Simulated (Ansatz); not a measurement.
System: LiBH4 (P6₃mc, No. 186, 12 atoms in the cell; start mp-644223). Method: r²SCAN (plane waves, PAW; Ansatz, an electronic-structure program).

Numerical settings: plane-wave cutoff 500 eV, 12×12×6 k mesh (along the axes of the cell as run), Fermi–Dirac smearing 0.05 eV, scalar-relativistic PAW data made under PBE.

Cell (relaxed at this level):

LiBH4 is taken in the hexagonal space group P6₃mc (No. 186), Pearson symbol hP12. Conventional cell: a = 4.1854 Å, b = 4.1854 Å, c = 7.2292 Å, α = 90.00°, β = 90.00°, γ = 120.00°. Li on 2b sees 1 H at 1.884 Å and 6 H at 2.096 Å and 3 B at 2.472 Å. B on 2b is surrounded by 4 H at 1.211–1.215 Å and 3 Li at 2.472 Å. H1 on 2b has 1 B at 1.211 Å and 1 Li at 1.884 Å (linear). H2 on 6c has 1 B at 1.215 Å and 2 Li at 2.096 Å. (Neighbours: up to the widest gap in distance over summed covalent radii, below 1.35, at either atom; cation-cation and far metal-metal contacts left out.)

Give the computed band gap.


* **band gap**: 7.31 eV (on the SCF k mesh)

Note: the relaxation could not lower the start's symmetry, so the cell can be a saddle point above a distorted one.

The computed numbers hold no vibrational or temperature effects.

A start named mp-… is a Materials Project structure, which need not be a measured phase.
